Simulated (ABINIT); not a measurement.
## Input and output of a self-consistent single point for LaSi3Os (I4mm, 5 atoms in the cell) (ABINIT)

Method of the run: LDA (PW92), PAW (JTH v2.0 LDA PAW) (plane waves; ABINIT).

Input as run:

```
# LaSi3Os, JTH v2.0 LDA PAW
pp_dirpath "./"
pseudos "La.LDA_PW-JTH.xml, Si.LDA_PW-JTH.xml, Os.LDA_PW-JTH.xml"
acell 5.8381411367 5.8381411367 5.8381411367 Angstrom
rprim
        -0.3670577586    0.3670577586    0.8547146914
         0.3670577586   -0.3670577586    0.8547146914
         0.3670577586    0.3670577586   -0.8547146914
natom 5
ntypat 3
znucl 57 14 76
typat 1 2 2 2 3
xred
         0.9985600000    0.9985600000    0.0000000000
         0.4192500000    0.4192500000    0.0000000000
         0.2604200000    0.7604200000    0.5000000000
         0.7604200000    0.2604200000    0.5000000000
         0.6553500000    0.6553500000    0.0000000000
ecut 707 eV
pawecutdg 1415 eV
pawxcdev 0
ixc 7
occopt 7
tsmear 0.00367493
nband 22
kptopt 1
ngkpt 8 8 8
nshiftk 1
shiftk 0 0 0
nstep 50
toldfe 1.0e-09
prtwf 0
prtden 0
```

Log, with long lists cut:

```
 Symmetries : space group I4 m m (#107); Bravais tI (body-center tetrag.)

 -outvars: echo values of preprocessed input variables --------
            acell      1.1032487873E+01  1.1032487873E+01  1.1032487873E+01 Bohr
             ecut      2.59817731E+01 Hartree
              ixc           7
         kptrlatt        8    0    0      0    8    0      0    0    8
          kptrlen      6.47929643E+01
            natom           5
            nband          22
            ngfft          54      54      54
          ngfftdg          72      72      72
             nkpt          59
            nstep          50
             nsym           8
           ntypat           3
           occopt           7
        pawecutdg      5.20002954E+01 Hartree
         pawxcdev           0
            rprim     -3.6705775860E-01  3.6705775860E-01  8.5471469140E-01
                       3.6705775860E-01 -3.6705775860E-01  8.5471469140E-01
                       3.6705775860E-01  3.6705775860E-01 -8.5471469140E-01
          spgroup         107
           toldfe      1.00000000E-09 Hartree
           tsmear      3.67493000E-03 Hartree
            typat      1  2  2  2  3
           useylm           1
             xred      9.9856000000E-01  9.9856000000E-01  0.0000000000E+00
                       4.1925000000E-01  4.1925000000E-01  0.0000000000E+00
                       2.6042000000E-01  7.6042000000E-01  5.0000000000E-01
                       7.6042000000E-01  2.6042000000E-01  5.0000000000E-01
                       6.5535000000E-01  6.5535000000E-01  0.0000000000E+00
            znucl       57.00000   14.00000   76.00000

== DATASET  1 ==================================================================

 Exchange-correlation functional for the present dataset will be:
  LDA: Perdew-Wang 92 LSD fit to Ceperley-Alder data - ixc=7
 Citation for XC functional:
  J.P.Perdew and Y.Wang, PRB 45, 13244 (1992)

 Real(R)+Recip(G) space primitive vectors, cartesian coordinates (Bohr,Bohr^-1):
 R(1)= -4.0495603  4.0495603  9.4296295  G(1)=  0.0000000  0.1234702  0.0530244
 R(2)=  4.0495603 -4.0495603  9.4296295  G(2)=  0.1234702  0.0000000  0.0530244
 R(3)=  4.0495603  4.0495603 -9.4296295  G(3)=  0.1234702  0.1234702  0.0000000
 Unit cell volume ucvol=  6.1854365E+02 bohr^3
 Angles (23,13,12)=  1.36931449E+02  1.36931449E+02  6.25435412E+01 degrees

 Coarse grid specifications (used for wave-functions):

 getcut: wavevector=  0.0000  0.0000  0.0000  ngfft=  54  54  54
         ecut(hartree)=     25.982   => boxcut(ratio)=   2.13371

 Fine grid specifications (used for densities):

 getcut: wavevector=  0.0000  0.0000  0.0000  ngfft=  72  72  72
         ecut(hartree)=     52.000   => boxcut(ratio)=   2.01079

   3.32045146E+03                                ecore*ucvol(ha*bohr**3)

_setup2: Arith. and geom. avg. npw (full set) are    3911.955    3911.948

--- !BeginCycle
solver: {iscf: 17, nstep: 50, nline: 4, wfoptalg: 10, }
tolerances: {toldfe: 1.00E-09, }
...

     iter   Etot(hartree)      deltaE(h)  residm     nres2
 ETOT  1  -60.019939641110    -6.002E+01 1.569E-01 3.747E+01
 ETOT  2  -60.335302191951    -3.154E-01 1.755E-02 2.695E+01
 ETOT  3  -60.281297047196     5.401E-02 8.047E-03 2.703E+00
 ETOT  4  -60.281681783278    -3.847E-04 8.291E-03 1.042E+00
 ETOT  5  -60.280811210131     8.706E-04 1.563E-03 3.843E-02
 ETOT  6  -60.281203813895    -3.926E-04 3.145E-03 1.092E-02
   [... 24 lines left out ...]
 ETOT 31  -60.281520151749    -2.702E-09 5.087E-05 3.154E-08
 ETOT 32  -60.281520153636    -1.887E-09 4.565E-05 1.182E-09
 ETOT 33  -60.281520154977    -1.342E-09 4.762E-05 9.689E-09
 ETOT 34  -60.281520155924    -9.461E-10 4.238E-05 7.456E-10
 ETOT 35  -60.281520156595    -6.715E-10 4.233E-05 4.801E-09

 At SCF step   35, etot is converged :
  for the second time, diff in etot=  6.715E-10 < toldfe=  1.000E-09

 Cartesian components of stress tensor (hartree/bohr^3)
  sigma(1 1)=  1.64338308E-04  sigma(3 2)=  0.00000000E+00
  sigma(2 2)=  1.64338308E-04  sigma(3 1)=  0.00000000E+00
  sigma(3 3)=  1.63791010E-04  sigma(2 1)=  0.00000000E+00

 ----iterations are completed or convergence reached----

 reduced coordinates (array xred) for    5 atoms
       0.998560000000      0.998560000000      0.000000000000
       0.419250000000      0.419250000000      0.000000000000
       0.260420000000      0.760420000000      0.500000000000
       0.760420000000      0.260420000000      0.500000000000
       0.655350000000      0.655350000000      0.000000000000
 cartesian forces (eV/Angstrom) at end:
    1      0.00000000000000     0.00000000000000    -0.05647954987898
    2     -0.00000000000000    -0.00000000000000     0.11022041533236
    3     -0.00000000000000     0.00000000000000    -0.05665794182612
    4      0.00000000000000    -0.00000000000000    -0.05665794182612
    5      0.00000000000000    -0.00000000000000     0.05957501819886
 frms,max,avg= 4.1075465E-02 1.1022042E-01   0.000E+00  0.000E+00 -1.324E-04 e/A
 length scales= 11.032487873497 11.032487873497 11.032487873497 bohr
              =  5.838141136700  5.838141136700  5.838141136700 angstroms
 Fermi (or HOMO) energy (hartree) =   0.25751   Average Vxc (hartree)=  -0.41946
 Eigenvalues (hartree) for nkpt=  59  k points:
 kpt#   1, nband= 22, wtk=  0.00195, kpt=  0.0000  0.0000  0.0000 (reduced coord)
  -0.92267   -0.33110   -0.32242   -0.32242   -0.15959    0.02025    0.02902    0.09073
   0.09073    0.11819    0.15282    0.18196    0.18704    0.23076    0.23076    0.27206
   0.27206    0.32046    0.34575    0.34873    0.34873    0.35079
      occupation numbers for kpt#   1
   2.00000    2.00000    2.00000    2.00000    2.00000    2.00000    2.00000    2.00000
   2.00000    2.00000    2.00000    2.00000    2.00000    2.00000    2.00000    0.00000
   0.00000    0.00000    0.00000    0.00000    0.00000    0.00000
 prteigrs : prtvol=0 or 1, do not print more k-points.

--- !EnergyTerms
comment             : Components of total free energy in Hartree
kinetic             :  2.11054845506783E+01
hartree             :  5.53155965637265E+00
xc                  : -2.19405399582535E+01
Ewald energy        : -6.12521429515672E+01
psp_core            :  5.36817644969175E+00
local_psp           : -1.72930487375971E+01
spherical_terms     :  8.19929810965888E+00
internal            : -6.02812128810162E+01
'-kT*entropy'       : -3.26896237875169E-04
total_energy        : -6.02815397772541E+01
total_energy_eV     : -1.64034411855072E+03
...

-Cartesian components of stress tensor (GPa)         [Pressure= -4.8296E+00 GPa]
- sigma(1 1)=  4.83499915E+00  sigma(3 2)=  0.00000000E+00
- sigma(2 2)=  4.83499915E+00  sigma(3 1)=  0.00000000E+00
- sigma(3 3)=  4.81889707E+00  sigma(2 1)=  0.00000000E+00

 Calculation completed.
```

The run converged in 35 iterations.

The starting cell comes from a database of computed structures (which also holds hypothetical and non-ambient phases and stackings), without a prior relaxation at this level. Spin polarisation is off. With a pressure of about -5 GPa the cell is away from its equilibrium volume at this level.

Cost on one core of a shared machine: roughly 9 min.
